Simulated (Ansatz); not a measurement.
A self-consistent single point of CdAu (P4mm, 2 atoms in the cell) with Ansatz (a first-principles code).

Method of the run: LDA (PW92), default PAW files made with PBE (plane waves; Ansatz).

```yaml
crystal:
  lattice:
    - [3.35088, 0.00000, 0.00000]
    - [0.00000, 3.35088, 0.00000]
    - [0.00000, 0.00000, 3.35088]
  atoms:
    - { symbol: Cd, position: [0.00000, 0.00000, 0.01492] }
    - { symbol: Au, position: [0.50000, 0.50000, 0.50000] }
```

Reference input (self-consistent single point, DFT, LDA (PW92), plane waves, default PAW files made with PBE): basis.ecutwfc = 420 eV; kpoints.mp_grid.grid = 10 10 10; hamiltonian.xc = lda; hamiltonian.pseudopotentials = {kind: paw} (the program's default PAW files); scf.occupations.method = fermi_dirac; scf.occupations.width = 0.1 eV. This run's input differs from it in these lines:

Ansatz 0.2 input:
```diff
@@ -13,3 +13,3 @@
   mp_grid:
-    grid: [10, 10, 10]
+    grid: [16, 16, 16]
 hamiltonian:
@@ -21,3 +21,3 @@
     method: fermi_dirac
-    width: 0.1
+    width: 0.2
 output:
```

Output, abridged:

```
SCF iter   1: F=—  HF=-20983.194157 eV  |F-HF|=—  |Δ(HF+E_count)|=         —  Δρ=8.91e-3  dr2=1.79e-2  ethr=1.77e-3  ⟨swp⟩=5.0  Hψ=38630  notcnv=0
all-band conjugate gradients solve this SCF's bands
preconditioner: auto → Kerker (q_TF=auto, 2.745 Å⁻¹)
SCF iter   2: F=—  HF=-20983.189656 eV  |F-HF|=—  |Δ(HF+E_count)|=   4.50e-3  Δρ=3.50e-3  dr2=2.20e-3  ethr=4.58e-5  ⟨swp⟩=2.1  Hψ=16762  notcnv=0
SCF iter   3: F=—  HF=-20983.189089 eV  |F-HF|=—  |Δ(HF+E_count)|=   5.67e-4  Δρ=1.03e-3  dr2=1.52e-4  ethr=5.65e-6  ⟨swp⟩=2.0  Hψ=12301  notcnv=0
SCF iter   4: F=—  HF=-20983.189082 eV  |F-HF|=—  |Δ(HF+E_count)|=   6.35e-6  Δρ=1.47e-4  dr2=1.00e-5  ethr=3.90e-7  ⟨swp⟩=2.8  Hψ=15645  notcnv=0
SCF iter   5: F=—  HF=-20983.189080 eV  |F-HF|=—  |Δ(HF+E_count)|=   1.85e-6  Δρ=4.94e-5  dr2=9.64e-7  ethr=2.57e-8  ⟨swp⟩=2.2  Hψ=13123  notcnv=0
SCF iter   6: F=-20983.189080 eV  HF=-20983.189080 eV  |F-HF|=4.80e-8  |Δ(HF+E_count)|=   2.75e-7  Δρ=1.45e-5  dr2=6.18e-8  ethr=2.56e-10  ⟨swp⟩=5.5  Hψ=40904  notcnv=0
SCF 1 converged in 6 iterations: F = -20983.189080 eV  dr2 = 6.18e-8
Free energy (F): -20983.189080 eV
Internal energy: -20983.120777 eV  (E = F + TS)
E sigma→0 (E₀):  -20983.154928 eV
Entropy (-TS):   -0.068303 eV (-34.152 meV/atom)
Fermi energy:    17.425495 eV
--- Forces (eV/Å), atoms counted from 1 ---
  atom   1  Cd    -0.00000000     0.00000000    -0.14166573
  atom   2  Au    -0.00000000     0.00000000     0.14166189
--- Stress (GPa, compression-positive) ---
       -6.838291       0.000000       0.000000
        0.000000      -6.838291       0.000000
        0.000000       0.000000      -6.914566
  P = ⅓ Tr σ = -6.8637 GPa (-68.637 kbar)
  The stress holds the Pulay correction. Without it, at fixed plane waves, as pw.x and ABINIT print it: P = -6.8986 GPa
```

The run converged in 6 iterations. Against the reference run the free energy falls by 13.2 meV/atom, the pressure goes from -7.04 to -6.86 GPa and the largest force stays at 0.142 eV/Å.

The starting cell comes from a database of computed structures (which also holds hypothetical and non-ambient phases and stackings), without a prior relaxation at this level. Its lattice was rescaled by up to half a per cent. One atom was moved a little off its site on purpose. With a pressure of about -7 GPa the cell is away from its equilibrium volume at this level. Ansatz's pressure includes its estimate of the finite-basis (Pulay) stress.
